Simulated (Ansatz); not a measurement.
Base system: TiAl (space group P4/mmm, No. 123; relaxed with 0.1 eV smearing).

```
TiAl
1.0
    2.82407     0.00000     0.00000
    0.00000     2.82407     0.00000
    0.00000     0.00000     4.07475
Ti Al
1 1
Direct
  0.00000   0.00000   0.00000
  0.50000   0.50000   0.50000
```

Cartesian axes are those of the cell as printed.

All numbers come from PBE (Ansatz, a program for electronic structure; PAW; 420 eV plane waves; no spin-orbit coupling).

Perturbation: the cell is stretched by 2.50 % along z with no lateral relaxation, atoms relaxed at fixed cell.

Problem. Predict the stress tensor and what it implies for the stiffness.

Solution. Stress of the strained cell less that of the base (GPa, compression positive):
```
   -1.9     0.0     0.0
    0.0    -1.9     0.0
    0.0     0.0    -4.1
```

Then −Δσ_ii/ε with ε = 0.0250 gives secant stiffness values (nonlinear terms included at this strain): C33 ≈ 163 GPa, C13 ≈ 77 GPa and C23 ≈ 77 GPa.

As a check, the harmonic strain energy −½ V₀ Δσ:ε is 5.2 meV/atom; the computed energy rise is 5.2 meV/atom.

Whether these cells are dynamically stable was not tested. The final runs are not spin-polarised.
